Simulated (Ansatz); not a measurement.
An Ansatz (an electronic-structure program) input (PBEsol, PAW, 420 eV (Ansatz; no SOC)):

Ansatz 0.2 input:
```yaml
crystal:
  lattice:
    - [2.7425313627, 0, 0]
    - [0, 2.7425313627, 0]
    - [0, 0, 3.5031317561]
  atoms:
    - { symbol: Cu, position: [0, 0, 0] }
    - { symbol: Au, position: [0.5, 0.5, 0.5] }
basis: { ecutwfc: 420, ecutrho_ratio: 4, xc_grid: 2, fft_grid_basis: typed }
kpoints: { mp_grid: { grid: [20, 20, 16] } }
hamiltonian:
  xc: pbesol
  dispersion: none
  pseudopotentials: { kind: paw }
scf: { occupations: { method: fermi_dirac, width: 0.1 }, convergence: { dr2_threshold: 0.0000000002 } }
relax: { f_tol: 0.005, max_steps: 50 }
output: { forces: true, stress: true }
checkpoint: { write: state.ck, write_every: 1000 }
```

Task: Which symmetry and how many k-points will the program report, and about how many plane waves at Γ?

Result: Space group P4/mmm (ITA 123) with 16 operations, k-points 594 of 6400, and 535 plane waves at Γ.

Task: And the final pressure?

Result: 15.97 GPa (compression positive).

The cells carry an imposed strain or load. Stability against distortions was not tested. The final runs are not spin-polarised. The cell was made from CuAu (space group P4/mmm, No. 123) by this change: isotropic strain −2.50 %.
